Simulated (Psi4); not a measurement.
Psi4 1.11, BP86/def2-svp: Cr(O)2(Cl)(NMe2) (C[N](C)[Cr](=[O])(=[O])[Cl]), 13 atoms. The geometry is a generated start, not checked to be a minimum at this level.

* **task**: energy
* **method**: bp86
* **basis**: def2-svp
* **memory**: 3 GB
* **maxiter**: 100
* **keys of the molecule block**: symmetry c1
* **scf_type**: df (default)
* **guess**: auto, which took SAD (default)
* **scf_initial_accelerator**: adiis (default)
* **e_convergence**: 1e-06 (default)
* **d_convergence**: 1e-06 (default)
* **dft_radial_points**: 75 (default)
* **dft_spherical_points**: 302 (default)
* **basis functions**: 149
* **grid points**: 277147

```xyz
13

Cr     0.9679    -1.3975     0.3048
O      2.3638    -1.1147    -0.3004
O      0.7142    -1.8155     1.7732
Cl     0.0346    -2.7891    -0.9183
N      0.0047     0.0842     0.0387
C     -1.1408     0.4570     0.8266
C      0.2928     1.0432    -0.9976
H     -1.0744     1.5074     1.1391
H     -2.0585     0.3304     0.2391
H     -1.2008    -0.1771     1.7114
H     -0.4244     0.9316    -1.8201
H      0.2225     2.0674    -0.6110
H      1.2985     0.8727    -1.3856
```

Charge 0 and multiplicity 1 are set for this test and not shown to be the ground state.

One run each on 2 threads. Values of diis_max_vecs tried: 3, 6, 10 (default), 20.

**Question.** Predict the course of the SCF iterations along this series.

**Answer.** Fewest SCF iterations, within one of each other: 10 (default) with 15, 20 with 16. The count rises to 18 at 6. The run ends without SCF convergence in 100 iterations at 3.

```
diis_max_vecs  SCF iterations             end
-------------  --------------  --------------
3                         100  no convergence
6                          18   same solution
10 (default)               15   same solution
20                         16   same solution
```
